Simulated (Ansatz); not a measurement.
Slab thickness and the (111) surface of fcc Au: the same face, mesh and vacuum, all atoms relaxed in the 1x1 cell under the symmetry of the ideal cut; the real face may buckle or reconstruct.

Method: PBE (plane waves to 420 eV, PAW; Ansatz, an electronic-structure program).

```csv
atoms,thickness (Å),γ (J/m²),"work function, top face (eV)",rough cost
2,2.5,0.72,___,around 11 core-seconds (rough)
3,4.8,___,5.21,very roughly 16 core-seconds
4,7.2,0.74,5.21,very roughly 21 core-seconds
5,9.7,0.69,5.19,around 60 core-seconds (rough)
6,12.1,0.72,5.20,roughly 50 core-seconds
7,14.4,0.71,5.14,about 60 core-seconds (a rough figure)
9,19.3,0.72,5.17,around 100 core-seconds (rough)
11,24.1,0.71,5.18,very roughly 2.5 core-minutes
15,33.7,0.71,___,about 5 core-minutes (a rough figure)
```

Task: What belongs in the gaps?

Result: 
- 2, work function, top face (eV): 5.44
- 3, γ (J/m²): 0.70
- 15, work function, top face (eV): 5.16
